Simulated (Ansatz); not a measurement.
## Electron-phonon data for TiC (Fm-3m)

Given:

```
TiC
1.0
    0.00000     2.14661     2.14661
    2.14661     0.00000     2.14661
    2.14661     2.14661     0.00000
Ti C
1 1
Cartesian
  0.00000   0.00000   0.00000
  2.14661   2.14661   2.14661
```

Level of theory: PBEsol, DFPT electron-phonon coupling, linearised Boltzmann equation (plane waves, PAW, scalar-relativistic; Ansatz, a quantum-chemistry and plane-wave program). Geometry: relaxed with this functional, without spin-orbit coupling.

| Quantity | Value |
|---|---|
| resistivity at 300 K | 12.5 μΩ·cm |
| resistivity at 77 K | 0.31 μΩ·cm |
| Drude plasma energy | 3.6 eV |

A metal at this level (no band gap). Only scattering by harmonic phonons is included (no impurities, grain boundaries, electron-electron scattering or thermal expansion). Spin-orbit coupling is left out. Halving the electron mesh (32x32x32) moves the resistivity by up to 4 % at 300 K. Smearing 0.20 eV; phonons on a 6x6x6 q mesh, which this run doesn't test and which matters most at low temperature.
